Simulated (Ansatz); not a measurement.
Start from HgTe in the zinc blende structure (space group F-43m, No. 216).

```
HgTe
1.0
    0.00000     3.21750     3.21750
    3.21750     0.00000     3.21750
    3.21750     3.21750     0.00000
Hg Te
1 1
Direct
  0.00000   0.00000   0.00000
  0.25000   0.25000   0.25000
```

Cartesian axes are those of the cell as printed.

Level of theory: Ansatz (a first-principles code), LDA, PAW, cutoff 420 eV, no spin-orbit coupling.

Base values:

The shortest interatomic distance is 2.786 Å and the band gap is zero.

Modification: a pure shear with ε_xy = ε_yx = 0.0200, atoms relaxed at fixed cell.

### Question
Estimate the effect on the largest internal atomic displacement.

### Answer
The largest internal atomic displacement comes out as 0.029 Å.

### Question
How does this affect the energy relative to the base?

### Answer
The energy goes up by 3.7 meV/atom.

### Question
What happens to the shortest interatomic distance?

### Answer
The shortest interatomic distance falls by 0.003 Å (2.786 Å → 2.783 Å).

### Question
How does this affect the band gap?

### Answer
The band gap remains zero.

With Hg and Te present, leaving out spin-orbit coupling can change the band edges. The cells carry an imposed strain or load. Whether these cells are dynamically stable was not tested. All final runs are without spin polarisation. Gaps under 0.05 eV, about the width of the smearing, are given as zero. The zero or small gap of HgTe can change with the level of theory.
